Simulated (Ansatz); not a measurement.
Take TiB₂ (space group P6/mmm, No. 191; a = 3.017 Å, c = 3.185 Å) as the base. Axes: x lies along a and z along c of the hexagonal cell.

The values are results of PBEsol in Ansatz (plane waves to 420 eV, PAW, scalar-relativistic without spin-orbit coupling), not measurements.

Before the change:

The pressure comes out as 0.0 GPa. The band gap is zero.

The change: the cell is stretched by 2.50 % along z with no lateral relaxation, atoms relaxed at fixed cell.

Question: Predict the new energy relative to the base.

Answer: The energy grows by 7.4 meV/atom.

Question: What does the calculation give for the pressure after the change?

Answer: The pressure (mean of the normal stresses, compression positive) goes from zero to -5.4 GPa.

Question: How does this affect the band gap?

Answer: The band gap stays zero.

A case with no gap was solved on a k-mesh chosen for an insulator, which is coarse for it. Without a gap, meshes like the base's 13×13×10 leave anisotropic stresses uncertain by several tenths of a GPa, and small strain energies with them. The cells carry an imposed strain or load. Stability against distortions was not tested. The final runs are not spin-polarised.

Ansatz is an electronic-structure program.
